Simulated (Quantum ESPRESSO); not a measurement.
Quantum ESPRESSO run on LaP3 (P6_3/mmc, 8 atoms in the cell): self-consistent single point.

Computed with PBEsol, GBRV 1.5 ultrasoft (PBESOL) pseudopotentials (plane waves; Quantum ESPRESSO).

```xyz
8
Lattice="5.8455 0.0000 0.0000 -2.9227 5.0623 0.0000 0.0000 0.0000 5.3920" Properties=species:S:1:pos:R:3 pbc="T T T"
La     0.0000     3.3749     4.0440
La     2.9227     1.6874     1.3480
P      0.0000     1.3826     1.3480
P      2.9227     3.6798     4.0440
P      4.6481     0.6913     4.0440
P     -1.7254     4.3710     1.3480
P      1.7254     4.3710     1.3480
P      1.1973     0.6913     4.0440
```

Reference input (self-consistent single point, DFT, PBEsol, plane waves, GBRV 1.5 ultrasoft (PBESOL) pseudopotentials): ecutwfc = 40 Ry; ecutrho = 200 Ry; occupations = smearing; smearing = gaussian; degauss = 0.0073499 Ry; potentials = {La: la_pbesol_v1.uspp.F.UPF, P: p_pbesol_v1.5.uspp.F.UPF}; K_POINTS = automatic 7 7 6 0 0 0; conv_thr = 1e-10 Ry. This run's input differs from it in these lines:

```diff
@@ -13,4 +13,4 @@
  ntyp = 2,
- ecutwfc = 40,
- ecutrho = 200,
+ ecutwfc = 20,
+ ecutrho = 100,
  occupations = 'smearing',
```

The program printed (abridged):

```
     Self-consistent Calculation

     iteration #  1     ecut=    20.00 Ry     beta= 0.70

     Threshold (ethr) on eigenvalues was too large:
     Diagonalizing with lowered threshold

     negative rho (up, down):  7.827E-02 0.000E+00

     total energy              =    -297.38414448 Ry
     estimated scf accuracy    <       0.26806920 Ry

     iteration #  2     ecut=    20.00 Ry     beta= 0.70

     negative rho (up, down):  8.869E-02 0.000E+00

     total energy              =    -297.42434822 Ry
     estimated scf accuracy    <       0.53966944 Ry

     iteration #  3     ecut=    20.00 Ry     beta= 0.70

     negative rho (up, down):  9.332E-02 0.000E+00

     total energy              =    -297.51175753 Ry
     estimated scf accuracy    <       0.00863909 Ry

   [... 8 blocks of this kind left out ...]

     iteration # 12     ecut=    20.00 Ry     beta= 0.70

     negative rho (up, down):  8.998E-02 0.000E+00

     total energy              =    -297.51808632 Ry
     estimated scf accuracy    <          1.4E-10 Ry

     iteration # 13     ecut=    20.00 Ry     beta= 0.70

     negative rho (up, down):  8.998E-02 0.000E+00
     End of self-consistent calculation

     the Fermi energy is    11.0296 ev

!    total energy              =    -297.51808632 Ry
     estimated scf accuracy    <          8.7E-12 Ry
     smearing contrib. (-TS)   =      -0.00250838 Ry
     internal energy E=F+TS    =    -297.51557794 Ry

     convergence has been achieved in  13 iterations

     negative rho (up, down):  8.998E-02 0.000E+00

     Forces acting on atoms (cartesian axes, Ry/au):

     atom    1 type  1   force =     0.00000000    0.00000000   -0.00000000
     atom    2 type  1   force =     0.00000000    0.00000000    0.00000000
     atom    3 type  2   force =     0.00000000   -0.00128164    0.00000000
     atom    4 type  2   force =    -0.00000000    0.00128164    0.00000000
     atom    5 type  2   force =     0.00110994   -0.00064082   -0.00000000
   [... lines left out ...]
     Total force =     0.003139     Total SCF correction =     0.000005
   [... lines left out ...]

     negative rho (up, down):  8.998E-02 0.000E+00
          total   stress  (Ry/bohr**3)                   (kbar)     P=      -42.30
  -0.00030663   0.00000000  -0.00000000          -45.11        0.00       -0.00
   0.00000000  -0.00030663  -0.00000000            0.00      -45.11       -0.00
  -0.00000000  -0.00000000  -0.00024946           -0.00       -0.00      -36.70

   JOB DONE.
```

The run converged in 13 iterations. Against the reference run the free energy rises by 19.0 meV/atom, the pressure goes from -3.32 to -4.23 GPa and the largest force goes from 0.042 to 0.033 eV/Å.

The starting cell comes from a database of computed structures (which also holds hypothetical and non-ambient phases and stackings), without a prior relaxation at this level. At the lowered cutoff the pressure carries the error of an incomplete plane-wave basis.

Cost on one core of a shared machine: roughly 50 s.
